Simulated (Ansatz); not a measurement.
## ScOs2, response to strain

Consider ScOs2 (space group P6_3/mmc, No. 194; a = 5.166 Å, c = 8.449 Å; a cell from a computed database, its experimental status unchecked). Axes: x lies along a and z along c of the hexagonal cell.

Strains are applied to the cell and any free atomic positions relax.

Method: PBEsol in Ansatz (plane waves to 420 eV, PAW, no spin-orbit coupling).

Notes on the quantities. energy relative to the base: free energy F; pressure: mean of the normal stresses, compression positive.

| change | energy relative to the base | pressure | shortest interatomic distance | space group |
|---|---|---|---|---|
| base | 0 meV/atom | 0.0 GPa | 4.689 bohr | P6_3/mmc (No. 194) |
| isotropic strain −3.41 % | +152 meV/atom | 33.3 GPa | 4.540 bohr | P6_3/mmc (No. 194) |
| isotropic strain +5.58 % | +0.299 eV/atom | -28.6 GPa | 4.899 bohr | P6_3/mmc (No. 194) |
| uniaxial strain ε_xx = +0.82 % | +1.2 meV/atom | -2.1 GPa | 4.695 bohr | Cmcm (No. 63) |
| uniaxial strain ε_yy = +0.66 % | +0.8 meV/atom | -1.7 GPa | 4.687 bohr | Cmcm (No. 63) |

Without a gap, meshes like the base's 9×9×5 leave anisotropic stresses uncertain by several tenths of a GPa, and small strain energies with them. No phonon test of stability was made. All final runs are without spin polarisation.

Ansatz is a first-principles code.
